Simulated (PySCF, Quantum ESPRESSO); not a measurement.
A Quantum ESPRESSO input for a self-consistent single point of CaSe (Fm-3m, 2 atoms in the cell) (DFT, LDA (PZ), plane waves, GBRV 1.5 ultrasoft (LDA) pseudopotentials):

```fortran
&CONTROL
  calculation = 'scf',
  prefix = 'case',
  outdir = './work',
  pseudo_dir = './',
  tprnfor = .true.,
  tstress = .true.,
/
&SYSTEM
  ibrav = 0,
  nat = 2,
  ntyp = 2,
  ecutwfc = 40,
  ecutrho = 200,
  occupations = 'smearing',
  smearing = 'fd',
  degauss = 0.00147,
/
&ELECTRONS
  conv_thr = 1.0d-9,
/
ATOMIC_SPECIES
Ca    40.0780  ca_lda_v1.uspp.F.UPF
Se    78.9710  se_lda_v1.uspp.F.UPF
CELL_PARAMETERS {angstrom}
   0.00000000     2.96000000     2.96000000
   2.96000000     0.00000000     2.96000000
   2.96000000     2.96000000     0.00000000
ATOMIC_POSITIONS {bohr}
Ca    0.00000000    0.00000000    0.00000000
Se    5.59358933    5.59358933    5.59358933
K_POINTS {automatic}
5 5 5  0 0 0
```

Question: Translate this input to PySCF.

Answer: One input that does it (others would too):

```python
import numpy as np
from pyscf.pbc import gto, scf, dft

cell = gto.M(
    a=np.array([[0, 2.96, 2.96],
              [2.96, 0, 2.96],
              [2.96, 2.96, 0]]),
    atom='''
Ca              0              0              0
Se           2.96           2.96           2.96
''',
    basis='gth-dzvp-molopt-sr',
    pseudo='gth-pade',
    ke_cutoff=110,
    precision=1e-07,
    max_memory=2000,
    verbose=4,
)

kpts = cell.make_kpts([5, 5, 5])
kmf = dft.KRKS(cell, kpts).multigrid_numint()
kmf.xc = 'lda,pw'
kmf.conv_tol = 1e-08
kmf.max_cycle = 80
kmf.diis_start_cycle = 3
kmf.damp = 0.7
kmf = scf.addons.smearing_(kmf, sigma=0.000734986, method='fermi')
kmf.kernel()

res = dict(e_tot=kmf.e_tot, converged=kmf.converged, nao=cell.nao, mesh=cell.mesh, nelectron=cell.nelectron)
res.update(e_free=kmf.e_free, e_zero=kmf.e_zero)
np.savez('results.npz', **res)
eps, occ = np.array(kmf.mo_energy), np.array(kmf.mo_occ)
nk = len(kmf.kpts)
res.update(mo_energy=eps, mo_occ=occ)
print('electrons per cell = %.6f' % (occ.sum() / nk))
full = 1.0
print('highest filled level = %.6f Ha, lowest empty level = %.6f Ha' % (eps[occ > full].max(), eps[occ <= full].min()))
np.savez('results.npz', **res)
```

Basis settings and potentials, where a program has them, do not carry over. This input uses DFT LDA, Gaussian basis gth-dzvp-molopt-sr, GTH pseudopotentials gth-pade, FFT density fitting with multigrid. LDA parametrisations can differ slightly between programs. Both were run: gap on the mesh 1.993 eV in Quantum ESPRESSO and 2.044 in PySCF.

On PySCF: the starting cell has typed, rounded lattice constants, without a prior relaxation at this level. Values carry the incompleteness of an atom-centred basis.

On Quantum ESPRESSO: the starting cell has typed, rounded lattice constants, without a prior relaxation at this level. With a pressure of about -3 GPa the cell is away from its equilibrium volume at this level.
